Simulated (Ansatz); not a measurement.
Start from Ag in the fcc (Cu type) structure (space group Fm-3m, No. 225; a = 4.001 Å; relaxed with 0.1 eV smearing). Axes: x, y, z lie along the cube axes.

Structures relaxed with LDA/PAW in Ansatz (an electronic-structure program), scalar-relativistic without spin-orbit coupling.

Base:

Simulated powder pattern, Cu Kα1, λ = 1.54056 Å (kinematic, ideal powder, no thermal factors, no anomalous dispersion; the 8 strongest lines at most, above 2 %, up to 2θ = 90°):

| 2θ (°) | I/Imax (%) | hkl |
|---|---|---|
| 38.96 | 100 | (111) |
| 45.29 | 48 | (200) |
| 65.99 | 29 | (220) |
| 79.37 | 34 | (311) |
| 83.66 | 10 | (222) |

After one change:

Simulated powder pattern, Cu Kα1, λ = 1.54056 Å (kinematic, ideal powder, no thermal factors, no anomalous dispersion; the 8 strongest lines at most, above 2 %, up to 2θ = 90°):

```json
[
 {"2θ (°)": "38.57", "I/Imax (%)": "100"},
 {"2θ (°)": "43.91", "I/Imax (%)": "17"},
 {"2θ (°)": "45.29", "I/Imax (%)": "31"},
 {"2θ (°)": "64.92", "I/Imax (%)": "20"},
 {"2θ (°)": "65.99", "I/Imax (%)": "9.5"},
 {"2θ (°)": "77.12", "I/Imax (%)": "12"},
 {"2θ (°)": "79.12", "I/Imax (%)": "22"},
 {"2θ (°)": "82.68", "I/Imax (%)": "10"}
]
```

Question: What was done to the base?
A) uniaxial strain ε_zz = +3.00 %
B) uniaxial strain ε_zz = +2.00 %
C) uniaxial strain ε_zz = +2.50 %
D) uniaxial strain ε_zz = −1.50 %

Answer: A, uniaxial strain ε_zz = +3.00 %. Its volume per atom is 16.49 Å³ against 16.01 Å³, and its space group is I4/mmm (No. 139).

No phonon test of stability was made.
